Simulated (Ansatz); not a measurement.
# Cs2KTlF6 (space group Fm-3m, No. 225; a cell from a computed database, its experimental status unchecked)

```
Cs2KTlF6
1.0
    0.00000     4.68743     4.68743
    4.68743     0.00000     4.68743
    4.68743     4.68743     0.00000
K Cs Tl F
1 2 1 6
Direct
  0.50000   0.50000   0.50000
  0.25000   0.25000   0.25000
  0.75000   0.75000   0.75000
  0.00000   0.00000   0.00000
  0.23156   0.76844   0.76844
  0.76844   0.23156   0.23156
  0.76844   0.23156   0.76844
  0.23156   0.76844   0.23156
  0.76844   0.76844   0.23156
  0.23156   0.23156   0.76844
```

All numbers come from PBEsol (Ansatz, an electronic-structure program; PAW; 420 eV plane waves; no SOC), earlier PAW set. Γ-centred 6×6×6 mesh, Fermi–Dirac width 0.05 eV.

- Volume per atom: 20.60 Å³
- Density: 5.02 g/cm³
- Band gap: 3.90 eV, indirect, L → Γ
- Electron mass: 0.74 mₑ
- Lowest conduction-band minima above the VBM: Γ 3.90 eV
- Total energy: -2879.612 eV/atom (σ→0; compares only within this code and set-up)

With Tl present, leaving out spin-orbit coupling can change the band edges. Masses are band curvatures over ±0.01 Å⁻¹ around the edge. Whether these cells are dynamically stable was not tested.
